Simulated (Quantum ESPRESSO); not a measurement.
A self-consistent single point of Y3Co2Si3 (Cmcm, 16 atoms in the cell) with Quantum ESPRESSO.

Method: PBEsol, PSlibrary ultrasoft (PBE) pseudopotentials (plane waves; Quantum ESPRESSO 7.5).

The change in words: lattice scaled by 1.03. Reference geometry:
```xyz
16
Lattice="2.0593 -5.2650 0.0000 2.0593 5.2650 0.0000 0.0000 0.0000 13.6926" Properties=species:S:1:pos:R:3 pbc="T T T"
Y      2.0593    -1.4581    10.2695
Y      2.0593     1.4581     3.4232
Y      2.0593    -4.4279     8.3881
Y      2.0593     4.4279     5.3045
Y      2.0593     4.4279     1.5418
Y      2.0593    -4.4279    12.1508
Co     2.0593    -3.0076     1.1123
Co     2.0593     3.0076    12.5804
Co     2.0593     3.0076     7.9586
Co     2.0593    -3.0076     5.7341
Si     2.0593     1.7861    10.2695
Si     2.0593    -1.7861     3.4232
Si     2.0593    -1.2673     7.3780
Si     2.0593     1.2673     6.3146
Si     2.0593     1.2673     0.5317
Si     2.0593    -1.2673    13.1609
```

Reference input (self-consistent single point, DFT, PBEsol, plane waves, PSlibrary ultrasoft (PBE) pseudopotentials): ecutwfc = 50 Ry; ecutrho = 350 Ry; occupations = smearing; smearing = fd; degauss = 0.0073499 Ry; input_dft = pbesol; K_POINTS = automatic 5 5 2 0 0 0; conv_thr = 1e-09 Ry; mixing_beta = 0.3. This run's input differs from it in these lines:

```diff
@@ -28,5 +28,5 @@
 CELL_PARAMETERS angstrom
-   2.0593300000    -5.2649900000     0.0000000000
-   2.0593300000     5.2649900000     0.0000000000
-   0.0000000000     0.0000000000    13.6926300000
+   2.1211100000    -5.4229400000     0.0000000000
+   2.1211100000     5.4229400000     0.0000000000
+   0.0000000000     0.0000000000    14.1034090000
 ATOMIC_POSITIONS crystal
```

Output, abridged:

```
     Self-consistent Calculation

     iteration #  1     ecut=    50.00 Ry     beta= 0.30

     total energy              =    -869.27742612 Ry
     estimated scf accuracy    <       6.83527644 Ry

     iteration #  2     ecut=    50.00 Ry     beta= 0.30

     total energy              =    -866.41153705 Ry
     estimated scf accuracy    <     121.25495601 Ry

     iteration #  3     ecut=    50.00 Ry     beta= 0.30

     total energy              =    -872.04625099 Ry
     estimated scf accuracy    <       0.23545745 Ry

   [... 13 blocks of this kind left out ...]

     iteration # 17     ecut=    50.00 Ry     beta= 0.30

     total energy              =    -872.07105987 Ry
     estimated scf accuracy    <          2.8E-09 Ry

     iteration # 18     ecut=    50.00 Ry     beta= 0.30
     End of self-consistent calculation

     the Fermi energy is     9.9780 ev

!    total energy              =    -872.07105987 Ry
     estimated scf accuracy    <          8.2E-10 Ry
     smearing contrib. (-TS)   =      -0.03241584 Ry
     internal energy E=F+TS    =    -872.03864402 Ry

     convergence has been achieved in  18 iterations

     Forces acting on atoms (cartesian axes, Ry/au):

     atom    1 type  1   force =     0.00000000   -0.01375339    0.00000000
     atom    2 type  1   force =     0.00000000    0.01375339    0.00000000
     atom    3 type  1   force =     0.00000000    0.01196166   -0.01161563
     atom    4 type  1   force =     0.00000000   -0.01196166    0.01161563
     atom    5 type  1   force =     0.00000000   -0.01196166   -0.01161563
   [... lines left out ...]

     Total force =     0.062670     Total SCF correction =     0.000021

          total   stress  (Ry/bohr**3)                   (kbar)     P=     -132.13
  -0.00094611   0.00000000   0.00000000         -139.18        0.00        0.00
   0.00000000  -0.00086297   0.00000000            0.00     -126.95        0.00
   0.00000000   0.00000000  -0.00088543            0.00        0.00     -130.25

   JOB DONE.
```

The run converged in 18 iterations. Against the reference run the free energy goes up by 104 meV/atom, the pressure goes from -6.24 to -13.21 GPa and the largest force goes from 0.318 to 0.559 eV/Å. The full log also holds: “c_bands:  2 eigenvalues not converged”.

The starting cell comes from a database of computed structures (which also holds hypothetical and non-ambient phases and stackings), without a prior relaxation at this level. For this run, on top of that: lattice scaled by 1.03. Spin polarisation is off.

Cost on one core of a shared machine: roughly 20 min.
